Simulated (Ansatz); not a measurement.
# Al2O3: transverse stress against strain

Al2O3 (corundum, R-3c, 8.323 Å³/atom at rest, c along z) under a strain ε along c (axis z), the other axes held. LDA in Ansatz, a plane-wave DFT program (PAW, default set), 420 eV, 9×9×9 Γ-centred mesh, Fermi-Dirac smearing 0.05 eV; ions are relaxed within the symmetry of each cell. Stress is positive for a compressed cell.

Here s stands for strain and y for stress xx.

```csv
strain (%),stress xx (GPa)
-3.00,?
-1.50,2.02
-0.75,0.97
0.00,-0.01
0.75,-0.93
1.50,-1.79
```

Fit y of the 5 rows that show it with a straight line. Means: s 0, y 0.052. About the means, the sum of products is -7.1400 and the sum of squares of s is 5.6250; the slope is their ratio. Least squares gives y = 0.052 - 1.2693·s. Residuals (row less fit): 0.064, -0.034, -0.062, -0.030, 0.062; standard error 0.068 (degrees of freedom: 3). The slope gives the elastic constant C13 = 127 ± 3 GPa.

Question: What does the fit predict for y at s = -3.00, and how far is the calculated value from it?

Answer: y = 0.052 - 1.2693 × (-3.00) = 3.860 GPa. The calculation gives 4.32 GPa, 0.460 GPa above the prediction (7.5 % of the range of y in the table). The row lies outside the fitted rows, so this is an extrapolation. From the scatter of the fitted rows alone, a prediction at this place has a standard error of 0.114 GPa, so the miss is 4.0 times that.

One order more, fitted to all 9 runs of the series, follows each within 0.01, so the miss is the next term of a smooth law. Rows are the converged runs of the series near zero and its far end; series whose fitted rows scatter by over a few per cent of the range, as at a crossing or softening among them, aren't shown in this form. Most that stay on the fit to the last digits aren't either.
